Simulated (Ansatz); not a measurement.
Take Mg2Ge in the anti-fluorite structure (space group Fm-3m, No. 225; a = 6.3644 Å) as the base. Axes: x, y, z lie along the cube axes.

Computed with PBEsol (Ansatz, a program for electronic structure, PAW, without spin-orbit coupling).

Strains are applied to the cell and any free atomic positions relax.

One change was made to it. Results:

The pressure (mean of the normal stresses, compression positive) remains 0.0 GPa; the energy rises by 0.9 meV/atom; the band gap goes from 0.08 eV to zero.

### Question
Which of these changes matches the shifts?
A. tensor shear ε_xy = +0.86 %
B. tensor shear ε_xy = +2.00 %
C. tensor shear ε_xy = +1.71 %
D. tensor shear ε_xy = +1.43 %

### Answer
A, tensor shear ε_xy = +0.86 %. For comparison, the energy relative to the base in the other runs: tensor shear ε_xy = +1.71 % gives +3.4 meV/atom; tensor shear ε_xy = +1.43 % gives +2.4 meV/atom; tensor shear ε_xy = +2.00 % gives +4.6 meV/atom.

Stability against distortions was not tested. The final runs are not spin-polarised. The zero or small gap of Mg2Ge can change with the level of theory.
